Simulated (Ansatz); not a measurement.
**Computed paths: C vacancy in 3C silicon carbide with all lengths changed by -1 %, charge state +2**

Consider C vacancy in 3C silicon carbide with all lengths changed by -1 %, charge state +2. Level of theory: PBE, PAW (plane waves to 420 eV; Ansatz, a program for electronic structure).

Cell of 64 host sites held at the strained lattice (strain from the relaxed PBE one, atoms relaxed); a 2×2×2 k-point mesh shifted by half a step; Fermi-Dirac width 0.01 eV, spin-restricted; finite-size errors left in. No zero-point or tunnelling terms. The charge state is imposed; whether it is stable for some Fermi level was not computed. Forms of the defect that were not tried may lie lower.

Barriers: single points on a 3×3×3 k-point mesh shifted by half a step at the bands' geometries.

```json
[
 {"Route": "one C atom jumps into the vacancy from a nearby C site", "Start site over the lowest site run (eV)": "0.00", "Hop (Å)": "3.04", "Forward barrier (eV)": "5.29", "Backward barrier (eV)": "5.29", "Neighbours at the start": "Si at 1.84, 2 Si at 1.88, Si at 1.91 Å", "Neighbours at the saddle": "Si at 1.78, 2 Si at 2.16, 2 Si at 2.22 Å", "Saddle order": "not checked, on a symmetry element", "Forward, on the band's own sampling (eV)": "5.28"}
]
```

Paths come from CI-NEB runs.  A band can be held on a symmetry element, so unchecked saddle points there may be too high.

The whole set of runs took very roughly 1.3 core-hours.
